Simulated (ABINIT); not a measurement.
Effort and miss along a sweep of ngkpt: SiO2 (Pbcn, 12 atoms in the cell)

Cell: a = 4.1215 Å, b = 5.0904 Å, c = 4.5353 Å, α = 90.00°, β = 90.00°, γ = 90.00°.

Level of theory: LDA (PW92), PAW (JTH v2.0 LDA PAW) (plane waves; ABINIT).

Base settings: pseudos = [Si.LDA_PW-JTH.xml, O.LDA_PW-JTH.xml]; ecut = 24 Ha; pawecutdg = 48 Ha; pawxcdev = 0; occopt = 7; tsmear = 0.00073499 Ha; ngkpt = 4 3 3; nshiftk = 1; shiftk = 0 0 0; potentials = JTH v2.0 LDA PAW.

Misses are taken against the tightest run, 6 5 5, which need not be fully converged itself. The energy is the free energy per atom.

The count of work is k-points × plane waves × bands × iterations; it is no time, and leaves out set-up, grids and terms that scale otherwise. Core times come from one kind of shared machine and are given to one figure; runs under 30 s give none.

The starting cell comes from a database of computed structures (which also holds hypothetical and non-ambient phases and stackings), without a prior relaxation at this level. Its lattice was rescaled by a random factor within 2.5 % of one. In the base run, with a pressure of about -18 GPa the cell is away from its equilibrium volume at this level.

```tsv
ngkpt	energy less reference (meV/atom)	pressure less reference (GPa)	largest difference in the force on any atom (eV/Å)	count of work / reference	core time / reference (rough)
1 1 1	57.39	-6.19	0.185	0.014	0.06
2 1 2	179.83	2.67	0.457	0.056	0.06
2 2 2	6.29	-0.06	0.026	0.11	0.2
3 2 2	6.37	-0.06	0.029	0.22	0.2
3 3 3	0.58	-0.02	0.003	0.22	0.2
4 3 3	0.25	-0.01	0.002	0.33	0.2
4 3 4	0.17	0.00	0.001	0.50	0.5
5 4 4	0.01	0.00	0.000	0.75	0.6
6 5 5	0.00	0.00	0.000	1.0	1
```

Coarsest setting among those run that, with all tighter ones, holds the energy within 2 meV/atom of the reference: 3 3 3, off by 0.58 meV/atom; it needs 0.22 of the reference's count of work and about 0.2 of the reference's time.

Coarsest setting among those run that, with all tighter ones, holds the energy within 0.5 meV/atom of the reference: 4 3 3, off by 0.25 meV/atom; it needs 0.33 of the reference's count of work and about 0.2 of the reference's time.

Smallest miss in the energy for at most 0.2 times the reference's count of work: 2 2 2, with a miss of 6.3 meV/atom at a count of 0.11.

The step from 3 2 2 to 5 4 4: it takes the miss in the energy from 6.4 to 0.01 meV/atom, for 3.4 times the count of work and roughly 3 times the time.
